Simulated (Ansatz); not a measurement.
The starting structures come from a database of crystals and need not be the phases stable at ambient conditions.

 Where the default PAW files enter, the runs use the earlier of Ansatz's two default sets.

Here is the system:

```yaml
crystal:
  lattice:
    - [3.86607, 0.00000, 0.00000]
    - [-1.93304, 3.34812, 0.00000]
    - [1.93304, 1.11604, 3.15663]
  atoms:
    - { symbol: Mg, position: [0.00000, 0.00000, 0.00000] }
    - { symbol: Se, position: [0.00000, 0.50000, 0.50000] }
```

Space group of this cell: Fm-3m, rock salt. The cell is taken as given.

The numbers are results of r2SCAN (plane waves, PAW; Ansatz, a quantum-chemistry and plane-wave program), not measurements.

The current runs along the normal of the first two printed vectors; no spin-orbit coupling. Scaled by the factor s: all lengths (ions clamped). Meshes 12×12×12 and 12×12 across the current in all rows.

```tsv
s	mean pressure (GPa)	band gap (eV)
0.98	4.8	?
1.00	0.2	2.49
1.02	-3.3	2.38
```

Take the slope of the band gap against ln s from the two given rows, extrapolate to s = 0.98, and say what the run there gives.

Slope = (2.38 − 2.49) / ln 1.02 = -5.55 eV. The line gives 2.49 + (-5.55) × ln 0.98 = 2.60 eV. The run gives 2.60 eV, as the line does.
